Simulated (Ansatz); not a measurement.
**Sensitivity of a calculation on Fe₃Si₂Ni₃ (Pmmm, 8 atoms in the cell) to its settings**

```yaml
crystal:
  lattice:
    - [3.46120, 0.00000, 0.00000]
    - [0.00000, 3.62462, 0.00000]
    - [0.00000, 0.00000, 7.04985]
  atoms:
    - { symbol: Fe, position: [0.50000, 0.50000, 0.25317], spin: 4.0 }
    - { symbol: Fe, position: [0.50000, 0.50000, 0.74683], spin: 4.0 }
    - { symbol: Fe, position: [0.00000, 0.50000, 0.50000], spin: 4.0 }
    - { symbol: Si, position: [0.00000, 0.00000, 0.24714] }
    - { symbol: Si, position: [0.00000, 0.00000, 0.75286] }
    - { symbol: Ni, position: [0.00000, 0.50000, 0.00000] }
    - { symbol: Ni, position: [0.50000, 0.00000, 0.50000] }
    - { symbol: Ni, position: [0.50000, 0.00000, 0.00000] }
```
(The spins are starting values, not results.)

Base run A: Ansatz (a program for electronic structure) with LDA (PW92), PAW files made with PBE, self-consistent single point.

Its settings: kpoints.mp_grid.grid = 6 6 3; hamiltonian.xc = lda; hamiltonian.pseudopotentials = {kind: paw} (the program's default PAW files); magnetization.spin_polarized = true; scf.occupations.method = cold; scf.occupations.width = 0.136 eV.

The starting cell comes from a database of computed structures (which also holds hypothetical and non-ambient phases and stackings), without a prior relaxation at this level. The magnetic order is the one reached from the typed start; others were not searched systematically. In the base run, with a pressure of about -15 GPa the cell is away from its equilibrium volume at this level. Ansatz's pressure includes its estimate of the finite-basis (Pulay) stress.

ΔF is the free energy per atom less that of run A. 

Runs:
- B: scf.occupations.method: cold → fermi_dirac; scf.occupations.width: 0.136 eV → 0.1 eV
- C: scf.convergence.dr2_threshold: default (1e-07 eV) → 0.0001 eV
- D: scf.occupations.width: 0.136 eV → 0.2 eV
- E: kpoints.mp_grid.grid: 6 6 3 → 7 6 3; scf.occupations.width: 0.136 eV → 0.03 eV
- F: kpoints.mp_grid.grid: 6 6 3 → 5 5 3
- G: scf.mixing.preconditioner: default (the program chose Kerker) → kerker
- H: scf.eigensolver.kind: default (the program chose band_cg) → davidson
- I: scf.mixing.algorithm: default (the program chose MSR1) → anderson; scf.mixing.beta: default → 0.2

```tsv
run	ΔF (meV/atom)	pressure (GPa)	largest force (eV/Å)	size of the net moment (μB/atom)	k-points
A	0.00	-14.67	0.179	0.78	32
B	-12.0	-14.75	0.155	0.76	32
C	0.00	-14.67	0.178	0.78	32
D	0.52	-14.65	0.177	0.79	32
E	-0.17	-14.69	0.172	0.78	32
F	-1.18	-14.40	0.153	0.81	18
G	0.00	-14.67	0.179	0.78	32
H	0.00	-14.67	0.179	0.78	32
I	0.00	-14.67	0.179	0.78	32
```

Run E against A: The free energy hardly moves (within 1 meV/atom), the pressure hardly changes (-14.67 to -14.69 GPa), the largest force goes from 0.179 to 0.172 eV/Å and the size of the net moment stays at 0.78 μB/atom.

Run B against A: The free energy falls by 12.0 meV/atom, the pressure stays near -14.75 GPa while the yy stress (positive for compression) goes from -14.62 to -15.04 GPa, the largest force goes from 0.179 to 0.155 eV/Å and the size of the net moment moves little (0.78 to 0.76 μB/atom).

Run F against A: The free energy drops by 1.2 meV/atom, the pressure goes from -14.67 to -14.40 GPa, the largest force goes from 0.179 to 0.153 eV/Å and the size of the net moment moves little (0.78 to 0.81 μB/atom).

Keys are those of Ansatz 0.2.
